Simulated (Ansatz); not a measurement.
A periodic model of amorphous In₂₄O₃₇Mg:

```xyz
62
Lattice="9.8627 -0.2689 -0.1912 -0.2689 9.8609 0.2189 -0.1912 0.2189 8.9953" Properties=species:S:1:pos:R:3 pbc="T T T"
In     1.8713     5.1786     6.5246
In     7.6879     9.2865     5.0266
In     8.3652     6.1988     6.1354
In     5.2844     2.5048     1.4729
In    -0.1172     2.1967     6.2470
In     4.9137     6.8295     5.5694
In     9.3284     1.4976     2.4579
In     3.2198     1.7034     6.8855
In     7.1180     3.3199     4.8592
In     9.1739     7.7354     2.5608
In     8.2830     3.5518     8.5776
In     4.3686     4.9543     8.3174
In     6.7890     0.7806     7.7012
In     3.4775     3.8952     4.1924
In     2.7427     7.2978     2.4796
In     1.3033     8.5177     5.7341
In     3.9232     8.3824     8.4083
In     2.0065     3.0876     0.4869
In     5.8865     8.8430     2.3248
In     0.4018    10.0117     9.0070
In     7.1281     7.3449     8.8237
In     0.5608     6.7546     9.0879
In     5.8518     5.5775     2.7389
In     2.9119     0.9016     3.0278
O      9.2464     7.6327     4.6184
O      4.7685     0.5754     2.0924
O      6.7205     5.5210     4.9854
O      7.2771     1.3207     5.6866
O      0.7980     6.3849     2.2863
O      0.1166     3.5999     1.2977
O      0.5301     6.7564     6.9152
O      8.5722     3.7969     6.4110
O      2.2424     5.3680     8.7791
O      3.8100     2.8452     8.6397
O      1.2667     1.0851     1.5387
O      9.2857     7.9529     0.4652
O      4.5428     7.3335     1.4685
O      3.9812     5.9863     3.7301
O      6.9698     2.0756     0.2086
O      1.4607     4.5248     4.5887
O      7.6955     8.1406     6.8433
O      1.9530     8.8184     3.7082
O      5.5507     3.4907     3.4895
O      3.2339     1.8937     4.8425
O      3.0785     7.5542     6.4356
O      3.9715     4.6988     6.2371
O      5.3183     6.7610     7.7374
O      7.3180     6.8431     2.0377
O      8.5762     3.2432     3.3643
O      6.2843     8.8911     0.2352
O      5.8419     8.3699     4.4059
O      1.4866     3.1105     7.2822
O      3.1415     2.9963     2.2677
O      1.5323     0.2938     6.8774
O     -0.0173     0.9721     4.6055
O      4.7132     0.3229     7.2231
O      8.9986     1.2889     7.9711
O      7.9046     9.5912     2.7666
O      2.1693     8.2136     0.4087
O      8.3856     5.6594     8.4049
O      5.8194     4.5086     0.9258
Mg     0.2477     4.6521     3.0702
```

Calculation: PBE, scalar-relativistic without spin-orbit coupling (plane waves to 420 eV, PAW; Ansatz, a first-principles code).

It comes from a melt-quench run on a machine-learned potential (CHGNet), relaxed afterwards by DFT. O atoms were pushed apart under 1.9 Å during the dynamics, to hinder bonds among them. The hot cell started wider than the set density and was brought back towards it in steps. It is the lowest in DFT energy of 2 quenches. It is a model cell: composition and starting density were chosen by hand, and all elements were melted together. No dispersion term was used. Its density started from a set value of 6.41 and ended at 6.41 g/cm³. The simulated quench (nominally 280 K/ps over its main leg) is rapid and tends to freeze in more defects than a deposited or slowly cooled glass has. Values belong to this one cell and scatter from quench to quench. The volume was held where the preparation left it and the shape relaxed, at a PBE pressure of 1.7 GPa. Stress components on the final sampling reach 1.8 GPa.

Bonds are counted up to In-In 3.12 Å, In-O 2.74 Å, In-Mg 3.16 Å, O-O 1.58 Å, O-Mg 2.48 Å, Mg-Mg 3.19 Å. Two cations that share two anions don't count as bonded, nor two that share one unless they lie closer than In-In 3.04 Å, In-Mg 3.07 Å, Mg-Mg 3.10 Å.

Problem. Give the coordination numbers, mean bond lengths and angles.

Solution. 
| Item | Result |
|---|---|
| Mean coordination of In by anions | 5.54 (11 with 5, 13 with 6) |
| Mean coordination of O | 3.70 (11 with 3, 26 with 4) |
| Mean coordination of Mg by anions | 4.00 (1 with 4) |
| Mean In-O bond | 2.202 Å (spread 0.113 Å, 133 counted) |
| Mean O-Mg bond | 1.991 Å (spread 0.044 Å, 4 counted) |
| Bond angle at In | mean 104.7°, spread 29.1° |
| Bond angle at O | mean 109.8°, spread 16.3° |
| Bond angle at Mg | mean 110.5°, spread 21.5° |

Problem. List the pairs of like atoms that count as bonded by the rules above.

Solution. There are none by these rules.
